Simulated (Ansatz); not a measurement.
Take SnS in the GeS type structure (space group Pnma, No. 62; a = 10.912 Å, b = 3.953 Å, c = 4.112 Å) as the base.

All numbers come from Ansatz (an electronic-structure program) PBEsol-D3(BJ), no SOC.

Base values:

The width of the top valence band is 2.17 eV and the band gap is 0.30 eV.

Now apply this change: hydrostatic tension (pressure −1 GPa).

### Question
Estimate the effect on the width of the top valence band and band gap.

### Answer
The width of the top valence band decreases by 0.134 eV, from 2.17 eV to 2.03 eV; the band gap grows by 0.16 eV (0.30 eV → 0.46 eV).

Load acts through the strain it causes; cell and atoms are relaxed under it. Whether these cells are dynamically stable was not tested.
